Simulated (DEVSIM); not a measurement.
System: Al/AlN/SiO2/n-Si capacitor, at 300 K.

Layer 1 from the left is AlN, thickness (nm) 27.0. Layer 2 from the left is SiO2, thickness (nm) 0.750. Layer 3 from the left is Si, thickness (nm) 10000, Nd (cm⁻³) 3.3e15.

Metal gate on the left, work function 4.1 eV. Fixed charge at the semiconductor interface 7.3e10 cm⁻² (in units of +e); no interface traps.

The device is made up for the run: typed textbook-type constants, with dimensions and the other settings drawn at random. Values at 300 K.

AlN: gap (eV) 6.1, affinity (eV) 1.9, permittivity 8.5. SiO2: gap (eV) 9, affinity (eV) 0.9, permittivity 3.9. Si: gap (eV) 1.124, affinity (eV) 4.05, permittivity 11.7, Nc (cm⁻³) 2.86e19, Nv (cm⁻³) 3.1e19.

Model (solved in DEVSIM): 1D Poisson equation in equilibrium, Boltzmann statistics, complete ionisation; no quantum confinement or tunnelling. Metal contacts follow the ideal Schottky-Mott rule: no Fermi-level pinning, no interface dipoles.

### Question
What does the simulation give for the minimum of the low-frequency capacitance, the threshold voltage (band bending 2φF)?

### Answer
minimum of the low-frequency capacitance 0.0215 μF/cm²; threshold voltage (band bending 2φF) -0.98 V.
